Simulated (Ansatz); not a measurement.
BAs (F-43m) under hydrostatic pressure (compression positive): band gap by r2SCAN with spin-orbit coupling, rigid bands (plane waves, PAW; Ansatz, an electronic-structure program). The unloaded cell, whose axes the loads refer to:

AsB has the cubic space group F-43m (No. 216), the zinc blende structure, Pearson symbol cF8. Conventional cell: a = 4.768 Å, b = 4.768 Å, c = 4.768 Å, α = 90.00°, β = 90.00°, γ = 90.00°. B on 4a sees 4 As at 2.065 Å (tetrahedral). As on 4d has 4 B at 2.065 Å (tetrahedral). (Neighbours: up to the widest gap in distance over summed covalent radii, below 1.35, at either atom.)
(The calculation used a cell of 2 atoms; values per cell refer to that cell.)

| hydrostatic pressure (compression positive) (GPa) | volume per atom (Å³) | band gap (eV) |
|---|---|---|
| -9.6 | 14.69 | 1.38 |
| -6.4 | 14.25 | 1.35 |
| -3.2 | 13.88 | 1.32 |
| 0 | 13.55 | ? |
| 3.2 | 13.26 | 1.28 |
| 6.4 | 12.99 | 1.26 |
| 12.8 | 12.53 | 1.22 |
| 19.2 | 12.14 | 1.18 |

Problem. Fit a straight line to band gap against the load over the rows given, and predict the row at 0 GPa.

Solution. The means are x̄ = 3.200 GPa and ȳ = 1.2843; Σ(x − x̄)(y − ȳ) = -4.448 and Σ(x − x̄)² = 655.4, so the slope is -6.79 meV per GPa, and the rows given lie within 8.8 meV of the line. At 0 GPa the line gives 1.31 eV; the calculation gives 1.30 eV, 0.46 % from it.

Problem. With all rows, what volume deformation potential dE_g/d ln V follows?

Solution. A line through E_g against ln V has the slope 1.0 eV, so the gap narrows under compression.

 Stresses and pressures are the targets of the relaxation. Gaps are resolved to about 0.01 eV. The structure type is held at every load. Geometry: cell and atoms relaxed with PBEsol.
